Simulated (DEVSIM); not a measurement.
Device: abrupt Si n-p junction, at 300 K.

| layer (left to right) | material | thickness (μm) | Nd (cm⁻³) | Na (cm⁻³) | τn (s) | τp (s) |
|---|---|---|---|---|---|---|
| 1 | Si | 0.350 | 5.4e15 | - | 6.1e-5 | 6.1e-5 |
| 2 | Si | 8.70 | - | 1.2e16 | 6.1e-5 | 6.1e-5 |

Left contact: ohmic. Right contact: ohmic. Voltage is applied to the left contact. Recombination: SRH at mid-gap. Mobility is μmin + (μ − μmin)/(1 + (N/Nref)^α).

The device is made up for the run: typed textbook-type constants, with dimensions and the other settings drawn at random. Values at 300 K.

```
parameter           Si
-------------  -------
gap (eV)         1.124
affinity (eV)     4.05
permittivity      11.7
Nc (cm⁻³)      2.86e19
Nv (cm⁻³)       3.1e19
μn (cm²/Vs)       1417
μp (cm²/Vs)        470
μn,min              52
μp,min              45
Nref,n          9.7e16
Nref,p          2.2e17
αn                0.68
αp                0.72
```

Simulated with DEVSIM: 1D drift-diffusion, Boltzmann statistics, complete ionisation; no tunnelling, impact ionisation, image-force lowering or self-heating.

**Question.** Tabulate band edges, carrier densities and field at zero bias.

**Answer.** Energies count from the Fermi level of the right contact; mesh points crowd at the junctions.

| x (μm) | Ec (eV) | Ev (eV) | n (cm⁻³) | p (cm⁻³) | field (V/cm) |
|---|---|---|---|---|---|
| 0.000 | 0.222 | -0.902 | 5.4e15 | 22000 | 3100 |
| 0.02109 | 0.228 | -0.896 | 4.2e15 | 28000 | 3300 |
| 0.05807 | 0.243 | -0.881 | 2.4e15 | 48000 | 4600 |
| 0.1283 | 0.289 | -0.835 | 4.0e14 | 290000 | 9100 |
| 0.2494 | 0.459 | -0.665 | 5.6e11 | 2.1e8 | 19000 |
| 0.3046 | 0.577 | -0.547 | 5.8e9 | 2.0e10 | 24000 |
| 0.3362 | 0.656 | -0.468 | 2.8e8 | 4.2e11 | 26000 |
| 0.3621 | 0.725 | -0.399 | 1.9e7 | 6.1e12 | 25000 |
| 0.3952 | 0.798 | -0.326 | 1100000 | 1.0e14 | 19000 |
| 0.4586 | 0.883 | -0.241 | 42000 | 2.8e15 | 8200 |
| 0.5906 | 0.919 | -0.205 | 10000 | 1.1e16 | 380 |
| 0.9468 | 0.921 | -0.203 | 9700 | 1.2e16 | ≈ 0 |
| 1.515 | 0.921 | -0.203 | 9700 | 1.2e16 | ≈ 0 |
| 2.602 | 0.921 | -0.203 | 9700 | 1.2e16 | ≈ 0 |
| 5.503 | 0.921 | -0.203 | 9700 | 1.2e16 | ≈ 0 |
| 7.209 | 0.921 | -0.203 | 9700 | 1.2e16 | ≈ 0 |
| 8.100 | 0.921 | -0.203 | 9700 | 1.2e16 | ≈ 0 |
| 8.586 | 0.921 | -0.203 | 9700 | 1.2e16 | ≈ 0 |
| 8.866 | 0.921 | -0.203 | 9700 | 1.2e16 | ≈ 0 |
| 8.965 | 0.921 | -0.203 | 9700 | 1.2e16 | ≈ 0 |
| 9.017 | 0.921 | -0.203 | 9700 | 1.2e16 | ≈ 0 |
| 9.050 | 0.921 | -0.203 | 9700 | 1.2e16 | ≈ 0 |
